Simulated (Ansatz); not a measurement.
Cells marked so need not be the phases stable at ambient conditions, and some may be hypothetical.

The gap is the functional's own, uncorrected, and κ follows it; spin-orbit coupling is left out. Mid-gap values are interpolated between the computed energies.

A. ScOF (P4/nmm, not sure to be the ambient phase, 6 atoms a cell, 11.3 Å³ an atom, -5 GPa at this level), along the normal of (110)
B. LaN (P6_3mc, wurtzite, not sure to be the ambient phase, 4 atoms a cell, 21.9 Å³ an atom), along the normal of (110)
C. PtS (P4_2/mmc, not sure to be the ambient phase, 4 atoms a cell, 18.7 Å³ an atom), along the normal of (001)

Put the candidates in order of mid-gap decay constant of the slowest evanescent state, lowest first, for Ansatz (a program for electronic structure) with r2SCAN.

C (0.12 1/Å), B (0.26 1/Å), A (0.40 1/Å)
